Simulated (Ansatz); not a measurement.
# TiO2: pressure series

The reference is TiO$_{2}$ in the anatase structure (space group I4_1/amd, No. 141).

```
CELL_PARAMETERS angstrom
     -1.88893     1.88893     4.79189
      1.88893    -1.88893     4.79189
      1.88893     1.88893    -4.79189
ATOMIC_POSITIONS crystal
  Ti 0.50000 0.50000 0.00000
  Ti 0.25000 0.75000 0.50000
  O  0.29273 0.29273 0.00000
  O  0.04273 0.54273 0.50000
  O  0.45727 0.95727 0.50000
  O  0.70727 0.70727 0.00000
```

Cell and atoms are relaxed at each pressure.

The values are results of r2SCAN (Ansatz, a program for electronic structure), scalar-relativistic without spin-orbit coupling, not measurements.

Two rows of this table had their results exchanged by mistake.

```csv
pressure,volume per atom (Å³),shortest distance (Å),band gap
pressure −2 GPa,11.11,1.920,2.50 eV
pressure −1 GPa,11.46,1.936,2.53 eV
pressure 0.3 GPa,11.38,1.932,2.53 eV
pressure 0.7 GPa,11.36,1.931,2.53 eV
pressure 1.5 GPa,11.31,1.929,2.52 eV
pressure 3 GPa,11.22,1.925,2.52 eV
pressure 5 GPa,11.52,1.939,2.53 eV
pressure 7.5 GPa,10.98,1.914,2.49 eV
pressure 10 GPa,10.84,1.909,2.47 eV
```

Problem. Which two?

Solution. The rows for pressure −2 GPa and pressure 5 GPa: the volume has to fall steadily with pressure, so 11.52 Å³ belongs to pressure −2 GPa and 11.11 Å³ to pressure 5 GPa.

Load acts through the strain it causes; cell and atoms are relaxed under it. No phonon test of stability was made. Competing high-pressure phases were not computed. The final runs are not spin-polarised.
